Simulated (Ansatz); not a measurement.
Base system: CdSe in the zinc blende structure (space group F-43m, No. 216).

```xyz
2
Lattice="0.0000 3.0982 3.0982 3.0982 0.0000 3.0982 3.0982 3.0982 0.0000" Properties=species:S:1:pos:R:3 pbc="T T T"
Se     4.6473     4.6473     4.6473
Cd     0.0000     0.0000     0.0000
```

The values are results of PBE (Ansatz, a first-principles code, PAW, spin-orbit coupling left out), earlier PAW set, not measurements.

For the base:

```
Quantity                                Result
-----------------------------  ---------------
Band gap                               0.49 eV
Width of the top valence band          1.98 eV
Electron mass                  0.052 mₑ (at Γ)
Lattice parameter a                    6.196 Å
```

Now apply this change: cell and atoms relaxed at a pressure of 0.9 GPa.

### Question
What happens to the band gap?

### Answer
The band gap increases by 0.04 eV, from 0.49 eV to 0.53 eV.

### Question
What happens to the width of the top valence band?

### Answer
The width of the top valence band increases by 0.076 eV to 2.05 eV.

### Question
Predict the new electron mass.

### Answer
The electron mass changes from 0.052 mₑ (at Γ) to 0.055 mₑ (at Γ).

### Question
Estimate the effect on the lattice parameter a.

### Answer
The lattice parameter a drops by 0.039 Å (6.196 Å → 6.157 Å).

Load acts through the strain it causes; cell and atoms are relaxed under it. Effective masses come from finite differences of ±0.01 Å⁻¹. No phonon test of stability was made.
